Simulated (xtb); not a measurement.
xtb 6.7.1, GFN2-xTB: Zr(OMe)3(OEt) (CC[O][Zr]([O]C)([O]C)[O]C), 24 atoms. The geometry is a generated start, not checked to be a minimum at this level.

```json
{
  "method": "GFN2-xTB",
  "--acc": "1 (default)",
  "--etemp (K)": "300 (default)",
  "detailed input (--input)": "none: ANC optimiser, Lindh (1995) Hessian, microcycle=20, maxdispl=1.0, hlow=0.01 (default)",
  "basis_functions": "60",
  "valence_electrons": "62"
}
```

```xyz
24

Zr    -0.6101    -0.5599    -0.3212
O     -1.6570    -1.3379     1.0519
C     -1.0655    -1.4560     2.3152
H     -0.2781    -0.6871     2.4653
H     -1.8337    -1.3261     3.0946
H     -0.6216    -2.4605     2.4440
O     -1.7318     0.3301    -1.5632
C     -1.2269     0.2933    -2.8674
H     -1.0579    -0.7501    -3.2028
H     -1.9520     0.7643    -3.5494
H     -0.2706     0.8549    -2.9394
O      0.4940    -1.8446    -1.1810
C      1.1613    -2.6456    -0.2465
H      0.4848    -3.4257     0.1529
H      2.0086    -3.1498    -0.7362
H      1.5612    -2.0303     0.5880
O      0.5857     0.6640     0.4821
C      0.3439     2.0072     0.1618
C      1.2911     2.9203     0.9486
H      0.5142     2.1717    -0.9258
H     -0.7100     2.2705     0.4071
H      2.3201     2.6412     0.7299
H      1.1336     3.9604     0.6759
H      1.1168     2.7957     2.0157
```

Charge 0 and multiplicity 1 are set for this test and not shown to be the ground state.

The structure is relaxed from this start with --opt LEVEL for the levels crude, sloppy, loose, lax, normal, tight, vtight, extreme, once each. Up to the end of the extreme run atoms move by at most 2.4 Å along an axis.

Problem. What is the loosest level that ends within 1 meV of the extreme run, and how many cycles does it take?

Solution. normal: 79 cycles against 112, ending 0.41 meV above.

```json
[
 {"level": "crude", "cycles": "1", "energy above the extreme run (meV)": "400", "gradient norm (eV/Å)": "0.096"},
 {"level": "sloppy", "cycles": "1", "energy above the extreme run (meV)": "400", "gradient norm (eV/Å)": "0.096"},
 {"level": "loose", "cycles": "1", "energy above the extreme run (meV)": "400", "gradient norm (eV/Å)": "0.096"},
 {"level": "lax", "cycles": "1", "energy above the extreme run (meV)": "400", "gradient norm (eV/Å)": "0.096"},
 {"level": "normal", "cycles": "79", "energy above the extreme run (meV)": "0.41", "gradient norm (eV/Å)": "0.031"},
 {"level": "tight", "cycles": "87", "energy above the extreme run (meV)": "0.11", "gradient norm (eV/Å)": "0.013"},
 {"level": "vtight", "cycles": "102", "energy above the extreme run (meV)": "0.023", "gradient norm (eV/Å)": "0.0035"},
 {"level": "extreme", "cycles": "112", "energy above the extreme run (meV)": "—", "gradient norm (eV/Å)": "0.0023"}
]
```
